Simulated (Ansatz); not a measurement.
Effect of uniaxial strain ε_xx = −0.60 % on BN

Consider BN in the wurtzite structure (space group P6_3mc, No. 186; a = 2.5232 Å, c = 4.1751 Å). Axes: x lies along a and z along c of the hexagonal cell.

Perturbation: the cell is compressed by 0.60 % along x with no lateral relaxation; the atoms relax in the strained cell.

All numbers come from LDA, PAW, 420 eV (Ansatz, an electronic-structure program; scalar-relativistic without spin-orbit coupling). Settings: 15×15×8 k-points, 0.05 eV Fermi–Dirac smearing.

- Volume per atom: 5.72 Å³ (base 5.76 Å³)
- Energy relative to the base (free energy F): +0.6 meV/atom
- Pressure (mean of the normal stresses, compression positive): 2.44 GPa (base 0.00 GPa)
- Band gap: 4.87 eV (base 4.93 eV)
- Gap character: indirect, Γ → Σ₀
- Smallest direct gap: 8.29 eV (base 8.29 eV)
- Electron mass: 0.30 mₑ along z, 0.49 mₑ across (at K) (base 0.30 mₑ along c, 0.50 mₑ across (at K))
- Valence-band top at Γ (three highest levels, from the VBM): 0.00, -0.05, -0.34 eV (base 0.00, 0.00, -0.29 eV)
- Stress (xx, yy, zz, yz, xz, xy; compression positive): (6.03, 0.89, 0.38, 0.00, 0.00, 0.00) GPa

Cost of the whole job for the changed cell (relaxation, final SCF and bands): roughly 30 core-seconds.

Masses are band curvatures over ±0.01 Å⁻¹ around the edge. Stability against distortions was not tested. Labels are those of the standard path for the cell's own space group.
